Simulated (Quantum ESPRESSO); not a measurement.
**Equation of state of diamond-structure C (space group 227): energy against volume (Quantum ESPRESSO, PBE)**

```
C
1.0
    0.00000     1.75179     1.75179
    1.75179     0.00000     1.75179
    1.75179     1.75179     0.00000
C
2
Direct
  0.50000   0.50000   0.50000
  0.75000   0.75000   0.75000
```

Level of theory: PBE, GBRV 1.5 ultrasoft (PBE) pseudopotentials (plane waves; Quantum ESPRESSO). Settings: ecutwfc = 52 Ry; ecutrho = 260 Ry; occupations = smearing; smearing = fd; degauss = 0.000734986 Ry; potentials = {C: c_pbe_v1.2.uspp.F.UPF}; K_POINTS = automatic 16 16 16 0 0 0; conv_thr = 1e-10 Ry. The cell above is the first row's. The rows scale it uniformly. In all rows fractional positions and the k mesh are held. E is the free energy at the stated smearing, counted from the lowest row.

```
V (Å^3/atom)  E (meV/atom)
------------  ------------
5.3758                   ?
5.4927               10.13
5.6096                1.59
5.7264                0.00
5.8433                4.73
5.9602               15.20
6.0770               30.87
6.1939               51.28
6.3107               75.98
```

Fit E of the 8 rows that show it with the third-order Birch-Murnaghan form, a cubic in V^(-2/3). With u = V^(-2/3) - 0.307, the rows have u = 0.014225, 0.009747, 0.005425, 0.001244, -0.002800, -0.006710, -0.010501, -0.014170. Least squares gives E = 7.333 - 2312.02·u + 177541·u² - 83060·u³. Residuals (row less fit): -0.001, 0.002, -0.002, -0.001, 0.000, 0.005, -0.005, 0.001; standard error 0.004 (degrees of freedom: 4). Its minimum lies at u = 0.006541, so V0 = (0.313541)^(-3/2) = 5.696. There d²E/du² = 351800 and d³E/du³ = -498400, so B0 = (4/9) × 5.696^(-7/3) × 351800 × 0.160218 = 432 GPa (the last factor turns the table's units into GPa), and B0' = 4 + (2/3) × 0.313541 × (-498400)/351800 = 3.7. The program's pressures in the fitted runs (not shown) pass through zero at V = 5.70, 0.01 % from this V0.

Problem. What does the fit predict for E at V = 5.3758, and how far is the calculated value from it?

Solution. u = 0.018865, so E = 7.333 - 2312.02 × 0.018865 + 177541 × 0.018865² - 83060 × 0.018865³ = 26.344 meV/atom. The calculation gives 26.32 meV/atom, 0.024 meV/atom below the prediction (under 0.05 % of the range of E in the table). The row lies outside the fitted rows, so this is an extrapolation. From the scatter of the fitted rows alone, a prediction at this place has a standard error of 0.012 meV/atom, so the miss is 2.0 times that.

Carrying the step between the two nearest rows on in a straight line would have given 18.67, off by 7.65; series whose last step already gives the withheld value aren't shown. The scan was laid around a cell of about the measured size, scaled by a guess for this functional. The runs keep the symmetry of the cell, so they don't test it for distortions. Cutoffs and mesh are single choices, not tested for convergence of this quantity. Series with a scatter that would blur these digits, or in which a gap closes, are not shown. Nor are scans whose minimum lies at an end fitted in this form.
